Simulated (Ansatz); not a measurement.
Functionals compared on the (11-23) surface of hcp Be in its 1x1 cell, outermost plane spacing 0.41 Å in the ideal cut, in Ansatz (plane waves, PAW). The structure was relaxed with PBE; the other rows are single points on it, each with its references at the same level. Cutoff 420 eV (500 eV for r2SCAN).

Slab: 25 atoms, 9.8 Å thick at the start (thin: gaps and levels are the slab's own); k 10x8x1, smearing 0.1 eV, dipole-corrected; all atoms relaxed; no symmetry held; no spin, no spin-orbit, no U. These notes are the PBE run's.

| functional | surface energy (J/m²) | work function of the top face (eV) | rough cost of the single point |
|---|---|---|---|
| PBE | 2.63 | 4.34 | – |
| LDA | (withheld) | (withheld) | about 50 core-seconds (a rough figure) |
| PBEsol | 2.81 | 4.38 | roughly 70 core-seconds |
| RPBE | 2.48 | 4.26 | very roughly 60 core-seconds |
| r2SCAN | 2.73 | 4.33 | about 120 core-seconds (a rough figure) |

Question: Complete the blanks.

Answer: 
- LDA, surface energy (J/m²): 2.90
- LDA, work function of the top face (eV): 4.50

Ansatz is a quantum-chemistry and plane-wave program.
